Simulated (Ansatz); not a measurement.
LiF (P6_3mc), Ansatz (a program for electronic structure) with PBEsol, rigid bands: N_c = 1.98e19 cm⁻³ at 300 K and an electron conductivity mass of 0.854 mₑ along y (a = (3.10, 0.00, 0.00) Å; b = (-1.55, 2.68, 0.00) Å; c = (0.00, 0.00, 4.81) Å).

Task: For 1e16 electrons per cm³ at 300 K, place the Fermi level, estimate the Seebeck coefficient of a parabolic band with constant τ, and give mobility and conductivity for τ = 50 fs.

Result: The level lies k_BT ln(N_c/n) = 0.196 eV below the conduction-band minimum. S ≈ −(k_B/e)[ln(N_c/n) + 5/2] = -870 μV/K, against -867 μV/K from the full bands (mean over directions). μ = eτ/m = 103 cm²/(V·s) and σ = neμ = 0.165 S/cm. τ is assumed, not computed.

Band transport and this doping are assumed; polarons and phonon drag are left out. Spin-orbit coupling is left out.

Computed structure with no diffraction record at hand here (it may be known, metastable or hypothetical): LiF (P6_3mc).
